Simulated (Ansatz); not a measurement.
# InHO2 (space group Pmn2_1, No. 31)

InHO$_{2}$ has the orthorhombic space group Pmn2₁ (No. 31), Pearson symbol oP8. Lattice parameters: a = 3.292 Å, b = 4.563 Å, c = 5.294 Å, α = 90.00°, β = 90.00°, γ = 90.00°. In on 2a is coordinated by 6 O at 2.147–2.239 Å (octahedral). H on 2a is coordinated by 1 O at 1.067 Å. O1 on 2a sees 3 In at 2.147–2.149 Å. O2 on 2a is surrounded by 1 H at 1.067 Å and 3 In at 2.224–2.239 Å. (Neighbours: up to the widest gap in distance over summed covalent radii, below 1.35, at either atom; cation-cation and far metal-metal contacts left out.)

The values are results of PBEsol, PAW, 420 eV (Ansatz, an electronic-structure program; scalar-relativistic without spin-orbit coupling), not measurements. Γ-centred 10×7×6 mesh, Fermi–Dirac width 0.05 eV.

The volume per atom is 9.94 Å³ and the density is 6.17 g/cm³. The band gap comes out as 1.99 eV, direct at Γ. The electron mass is 0.23 mₑ. The lowest conduction-band minima above the VBM comes out as Γ 1.99 eV and the total energy is -1665.872 eV/atom (σ→0; compares only within this code and set-up).

Effective masses come from finite differences of ±0.01 Å⁻¹. Stability against distortions was not tested.
